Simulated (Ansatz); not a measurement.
Take LaP in the CsCl type structure (space group Pm-3m, No. 221; a = 3.6409 Å; a hypothetical phase, not in the database extracts checked; relaxed with 0.1 eV smearing) as the base. Axes: x, y, z lie along the cube axes.

Method: PBE (Ansatz, a program for electronic structure), no spin-orbit coupling.

A first run, uniaxial strain ε_zz = +1.02 %, gives secant values C11 ≈ 140 GPa and C12 ≈ 42 GPa from its stress. A second run applies isotropic strain +2.59 %.

**Question.** What does linear elasticity predict for the bulk modulus −ΔP/(ΔV/V₀) in the second run, and what does the run give?

**Answer.** Linear elasticity: (C11 + 2 C12)/3 = 75 GPa. The run gives 61 GPa; any difference comes from nonlinear terms at these strains and numerical noise.

Stability against distortions was not tested. All final runs are without spin polarisation.
